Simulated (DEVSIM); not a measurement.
Structure: Schottky contact on p-type Si, at 300 K.

Layer 1 from the left is Si, thickness (μm) 0.420, Na (cm⁻³) 3.4e15, τn (s) 1.2e-7, τp (s) 1.2e-7. Layer 2 from the left is Si, thickness (μm) 2.90, Na (cm⁻³) 2.6e18, τn (s) 1.2e-7, τp (s) 1.2e-7.

Left contact: Schottky, work function 4.454 eV, emission velocity 8.7e6 cm/s. Right contact: ohmic. Voltage is applied to the left contact. Recombination: SRH at mid-gap, radiative, Auger. Mobility is μmin + (μ − μmin)/(1 + (N/Nref)^α).

This is a model device: material constants are rounded textbook-type values typed into the input, and sizes, dopings and lifetimes were drawn at random. Values at 300 K.

Si: gap (eV) 1.124, affinity (eV) 4.05, permittivity 11.7, Nc (cm⁻³) 2.86e19, Nv (cm⁻³) 3.1e19, μn (cm²/Vs) 1417, μp (cm²/Vs) 470, μn,min 52, μp,min 45, Nref,n 9.7e16, Nref,p 2.2e17, αn 0.68, αp 0.72, B (cm³/s) 4.7e-15, Cn (cm⁶/s) 2.8e-31, Cp (cm⁶/s) 9.9e-32.

Model (solved in DEVSIM): 1D drift-diffusion, Boltzmann statistics, complete ionisation; no tunnelling, impact ionisation, image-force lowering or self-heating. Metal contacts follow the ideal Schottky-Mott rule: no Fermi-level pinning, no interface dipoles.

Dark forward current:

| |V| (V) | |J| (A/cm²) |
|---|---|
| 0.05 | 0.0001071 |
| 0.10 | 0.0008161 |
| 0.15 | 0.005494 |
| 0.20 | 0.03603 |
| 0.25 | 0.2317 |
| 0.30 | 1.442 |
| 0.35 | 8.366 |
| 0.40 | 40.95 |
| 0.45 | 144.8 |
| 0.50 | 352.4 |
| 0.55 | 652.3 |
| 0.60 | 1025 |
| 0.65 | 1475 |
| 0.70 | 2091 |

### Question
Work out the local ideality factor n = ΔV / (kT/q · ln(J2/J1)) between the rows 0.15 and 0.20 V, 0.65 and 0.70 V.

### Answer
kT/q = 25.85 mV. From 0.15 to 0.20 V: ln(0.03603/0.005494) = 1.881, n = 1.03, near the 1 of diffusion or emission over a barrier. From 0.65 to 0.70 V: ln(2091/1475) = 0.349, n = 5.54.

### Question
Estimate the current at 0.20 V for emission alone, J0 = q v N_band exp(−φB/kT), and read the barrier back from the simulated current.

### Answer
φB = 0.720 eV, N_band = 3.10e19 cm⁻³, J0 = 3.46e-5 A/cm²; J = J0 (exp(qV/kT) − 1) = 0.0793 A/cm². The simulation gives 0.0360 A/cm²; the estimate lies 120 % above. Read backwards, the simulated current gives an apparent barrier of 0.740 eV. The estimate leaves out transport through the depletion region and minority injection.
